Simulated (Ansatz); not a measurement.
# PBE against PBEsol: hypothetical NiAs type TlCl

Base system: TlCl in the NiAs type structure (space group P6_3/mmc, No. 194; a = 4.5014 Å, c = 7.9195 Å; a hypothetical phase, not in the database extracts checked).

(Cell as relaxed with PBE.)

Levels (all Ansatz, a quantum-chemistry and plane-wave program, PAW): PBE (420 eV, no spin-orbit coupling); PBEsol (420 eV, without spin-orbit coupling).

Each level relaxes its own structure.

```tsv
quantity	PBE	PBEsol
volume per atom	34.74 Å³	31.60 Å³
lattice parameter a	4.501 Å	4.347 Å
lattice parameter c	7.920 Å	7.726 Å
band gap	2.20 eV	1.77 eV
gap character	direct at Γ	direct at Γ
electron mass	0.20 mₑ along c, 0.44 mₑ across	0.17 mₑ along c, 0.39 mₑ across
hole mass	0.29 mₑ along c, 0.66 mₑ across	0.21 mₑ along c, 0.58 mₑ across
```

PBE's volume per atom lies 3.14 Å³ above PBEsol's (9.9 %); PBE's lattice parameter a lies 0.1546 Å above PBEsol's (3.6 %); PBE's lattice parameter c lies 0.194 Å above PBEsol's (2.5 %); PBE's band gap lies 0.43 eV above PBEsol's; the two agree on the gap character. Neither level is exact; PBEsol is the comparison here, not a measurement.

With Tl present, leaving out spin-orbit coupling can change the band edges. Effective masses come from finite differences of ±0.01 Å⁻¹. Stability against distortions was not tested.
